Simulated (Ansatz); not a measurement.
YSb (model structure, from the CsCl type, Pm-3m, No. 221), treated with HSE06 in Ansatz (plane waves, PAW).

The input as run:

Ansatz 0.2 input:
```yaml
crystal:
  lattice:
    - [3.7460732923, 0.0, 0.0]
    - [0.0, 3.7460732923, 0.0]
    - [0.0, 0.0, 3.7460732923]
  atoms:
    - { symbol: Y, position: [0.0, 0.0, 0.0] }
    - { symbol: Sb, position: [0.5, 0.5, 0.5] }
basis:
  ecutwfc: 460
  ecutrho_ratio: 4
  xc_grid: 2
kpoints:
  mp_grid: { grid: [8, 8, 8] }
hamiltonian:
  xc: hse06
  dispersion: none
  pseudopotentials: { kind: paw }
scf:
  occupations: { method: fermi_dirac, width: 0.05 }
  convergence: { dr2_threshold: 0.0000000002 }
output:
  forces: true
  stress: true
  eigenvalues: true
```

Q: How many irreducible k-points, plane waves at Γ does the program set up, and what pressure does the run end with?

A: 35 irreducible k-points, 1189 plane waves at Γ; P = 2.90 GPa, so the cell is compressed and would expand at this level.

From the output:

```
WARN output.stress: scf.exx.energy_threshold = 1e-6 eV is looser than the 2e-8 eV advised for a stress under a hybrid functional (1e-8 eV for each atom of the …
Crystal: 2 atoms, lattice volume = 52.569 Å³
Basis set: ecut = 460 eV, 1189 PW (Γ), exchange–correlation on 54×54×54 points (8 copies of the dense FFT grid, shifted against one another)
Bands: 17, of which v1, the nominal top of the filled ones, is band 13 counted from 1 (12 counted from 0)
Symmetry: 48 space group operations
Space group: Pm-3m (ITA 221), of the structure as read, at distance tolerance 3.7e-5 Å
k-points: 35 of 512
SCF iter   1: F=—  HF=-10334.796860 eV  |F-HF|=—  |Δ(HF+E_count)|=         —  Δρ=5.93e-3  dr2=3.72e-2
SCF iter   2: F=—  HF=-10334.791154 eV  |F-HF|=—  |Δ(HF+E_count)|=   5.71e-3  Δρ=3.23e-3  dr2=1.09e-2
  ...
SCF 1 converged in 9 iterations: F = -10334.790098 eV  dr2 = 1.91e-11
Crystal: 2 atoms, lattice volume = 52.569 Å³
Initial density: handed on by an earlier stage of this run
Crystal: 2 atoms, lattice volume = 52.569 Å³
SCF iter   6: F=—  HF=-10341.677022 eV  |F-HF|=—  |Δ(HF+E_count)|=  2.56e-10  Δρ=4.13e-7  dr2=2.10e-10
SCF iter   7: F=-10341.677022 eV  HF=-10341.677022 eV  |F-HF|=3.64e-11  |Δ(HF+E_count)|=  5.64e-11  Δρ=1.87e-7  dr2=4.44e-11
SCF 3 converged in 7 iterations: F = -10341.677022 eV  dr2 = 4.44e-11
Free energy (F): -10341.677022 eV
Internal energy: -10341.667009 eV  (E = F + TS)
E sigma→0 (E₀):  -10341.672015 eV
Fermi energy:    12.186330 eV
--- Forces (eV/Å), atoms counted from 1 ---
  atom   1  Y     -0.00000000     0.00000000    -0.00000000
  atom   2  Sb     0.00000000    -0.00000000    -0.00000000
--- Stress (GPa, compression-positive) ---
        2.900421      -0.000000       0.000000
       -0.000000       2.900421       0.000000
       -0.000000       0.000000       2.900421
  P = ⅓ Tr σ = 2.9004 GPa (29.004 kbar)
```

The PAW data were made under PBE.

Note: PBE has no gap here, and a hybrid on a coarse mesh can open a false one. Note: the cell keeps the symmetry of its start, so it can be a saddle point. Note: cell and atoms aren't relaxed at this level (pressure 2.9 GPa).

A model structure was made by putting elements into a prototype or built by hand; it is no filed structure, need not be a known phase, and can be a saddle point held by its symmetry.

Ansatz is a program for electronic structure.
